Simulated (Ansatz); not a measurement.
Defect migration in silicon strained by -1.5 % along x and y, z held: interstitial As, charge state +1. The step: As moves alone to another site; the atom moves 1.91 Å along (-0.25, 0.25, 0.00) of the unit cell; the moving atom starts with neighbours 5 Si at 2.43, Si at 2.44 Å and ends with 5 Si at 2.43, Si at 2.44 Å. DFT values are from Ansatz (plane-wave PAW, 420 eV unless said) in a cell of 64 host sites, spin-restricted, static, with no finite-size correction. The charge state is imposed; whether it is stable for some Fermi level was not computed. Sites that were not tried may lie lower. The start lies 0.13 eV above the lowest site run (PBE). For the PBE band: the saddle point's order was not checked, and it lies on a symmetry element of the cell, where a band can be held.

```json
[
 {"Level": "CHGNet universal potential (has no charge state), its own band", "Forward barrier (eV)": "0.11", "Cost of the band or of the saddle's single point": "-"},
 {"Level": "PBE, a 2×2×2 k-point mesh shifted by half a step, band relaxed", "Forward barrier (eV)": "0.57", "Cost of the band or of the saddle's single point": "about 2.1 core-hours (a rough figure)"},
 {"Level": "PBE, a 3×3×3 k-point mesh shifted by half a step, same geometries", "Forward barrier (eV)": "0.60", "Cost of the band or of the saddle's single point": "around 8 core-minutes (rough)"}
]
```

Ansatz is a program for electronic structure.
